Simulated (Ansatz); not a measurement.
Take AlRu in the CsCl type structure (space group Pm-3m, No. 221; a = 2.9832 Å; relaxed with 0.1 eV smearing) as the base. Axes: x, y, z lie along the cube axes.

Level of theory: r2SCAN in Ansatz (plane waves to 500 eV, PAW, no spin-orbit coupling).

The change: an isotropic linear strain of +1.50 %, atoms relaxed at fixed cell.

Predict the stress tensor and what it implies for the stiffness.

Stress of the strained cell less that of the base (GPa, compression positive):
```
   -8.9     0.0     0.0
    0.0    -8.9     0.0
    0.0     0.0    -8.9
```

Then B = −ΔP/(ΔV/V₀) with ΔV/V₀ = 0.0457 gives secant stiffness values (nonlinear terms included at this strain): B ≈ 195 GPa.

As a check, the harmonic strain energy −½ V₀ Δσ:ε is 17 meV/atom; the computed energy rise is 18 meV/atom.

Whether these cells are dynamically stable was not tested. The final runs are not spin-polarised.

Ansatz is an electronic-structure program.
